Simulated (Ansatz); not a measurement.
The parent structure is HfIr₃ in the Cu3Au type structure (space group Pm-3m, No. 221; a = 3.9243 Å; relaxed with 0.1 eV smearing). Axes: x, y, z lie along the cube axes.

Modification: tensile biaxial strain of 3.57 % in the plane normal to [110], as in epitaxy on a mismatched substrate; the out-of-plane cell vector and the atoms relax.

Levels (all Ansatz, an electronic-structure program, PAW): PBEsol (420 eV, no spin-orbit coupling); PBEsol+SOC (420 eV, spin-orbit coupling included).

The geometry is relaxed with PBEsol.

```
Property            Result
---------------  ---------
PBEsol pressure  -12.9 GPa
```

With PBEsol+SOC at the same geometry, the pressure goes up by 0.2 GPa (-12.9 GPa → -12.7 GPa).

Single points use the geometry relaxed with PBEsol. Differences between runs with and without spin-orbit coupling are approximate. No phonon test of stability was made. The runs without spin-orbit coupling are not spin-polarised.
